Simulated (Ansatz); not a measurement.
Candidates (primitive cells; geometry: relaxed with this functional, without spin-orbit coupling):
A. NbC (Fm-3m), a = b = c = 3.1465 Å, α = β = γ = 60.00°
B. PtSb (P6_3/mmc), a = b = 4.167 Å, c = 5.475 Å, α = β = 90.00°, γ = 120.00°
C. CuSn (P6_3/mmc), a = 4.1202 Å, b = 4.1202 Å, c = 4.9739 Å, α = 90.00°, β = 90.00°, γ = 120.00°
D. Au (Fm-3m), a = b = c = 2.887 Å, α = β = γ = 60.00°
E. ZrIr3 (Pm-3m), a = b = c = 3.933 Å, α = β = γ = 90.00°

Order them by mean free path at 300 K (highest first) at the level PBEsol, DFPT electron-phonon coupling, linearised Boltzmann equation in Ansatz (a program for electronic structure).

D (36 nm), C (17.1 nm), E (10.2 nm), B (6.8 nm), A (4.1 nm)

Metals; harmonic phonons alone scatter; means over directions. The mean free path is weighted by the current that each state carries. Halving the electron mesh moves these values by up to 7 %; q meshes are mostly untested. Some of the runs warned that the eigensolver left states short of its tolerance. Spin-orbit coupling is left out.

Formula and space group known from diffraction (Crystallography Open Database), not checked to be the room-temperature form: CuSn (P6_3/mmc), PtSb (P6_3/mmc), ZrIr3 (Pm-3m). The missing spin-orbit coupling matters most for Au (Fm-3m), PtSb (P6_3/mmc), ZrIr3 (Pm-3m).
